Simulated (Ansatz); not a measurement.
## A computed series for TiC: response to strain

Start from TiC in the rock salt structure (space group Fm-3m, No. 225; relaxed with 0.1 eV smearing).

```
CELL_PARAMETERS angstrom
      0.00000     2.14668     2.14668
      2.14668     0.00000     2.14668
      2.14668     2.14668     0.00000
ATOMIC_POSITIONS crystal
  Ti 0.00000 0.00000 0.00000
  C  0.50000 0.50000 0.50000
```

Cartesian axes are those of the cell as printed.

Strains are applied to the cell and any free atomic positions relax; under biaxial strain the out-of-plane vector relaxes too.

Method: PBEsol/PAW in Ansatz (an electronic-structure program), without spin-orbit coupling.

Notes on the quantities. energy relative to the base: free energy F; pressure: mean of the normal stresses, compression positive.

```tsv
variant	volume per atom	energy relative to the base	pressure
base	9.89 Å³	0 meV/atom	0.0 GPa
biaxial strain −2.89 %, plane normal [001], relaxed out of plane	9.46 Å³	+36 meV/atom	14.2 GPa
biaxial strain +2.22 %, plane normal [110], relaxed out of plane	10.21 Å³	+17 meV/atom	-7.8 GPa
biaxial strain +0.80 %, plane normal [111], relaxed out of plane	10.00 Å³	+2.2 meV/atom	-2.9 GPa
isotropic strain +1.67 %	10.40 Å³	[?]	[?]
isotropic strain +4.47 %	11.28 Å³	+130 meV/atom	-26.9 GPa
uniaxial strain ε_yy = +5.21 %	10.41 Å³	+38 meV/atom	-11.1 GPa
uniaxial strain ε_zz = −4.51 %	9.45 Å³	+41 meV/atom	14.7 GPa
uniaxial strain ε_zz = +5.53 %	10.44 Å³	+43 meV/atom	-11.6 GPa
tensor shear ε_xz = −0.98 %	9.89 Å³	+2.1 meV/atom	0.0 GPa
```

Question: Some entries are withheld; estimate them.

Answer: 
- isotropic strain +1.67 %, energy relative to the base: +20 meV/atom
- isotropic strain +1.67 %, pressure: -12.0 GPa

A biaxial case was relaxed in a doubled cell and then solved in the primitive one. Stability against distortions was not tested. The base started in Pnma and relaxed to Fm-3m at this level. All final runs are without spin polarisation.
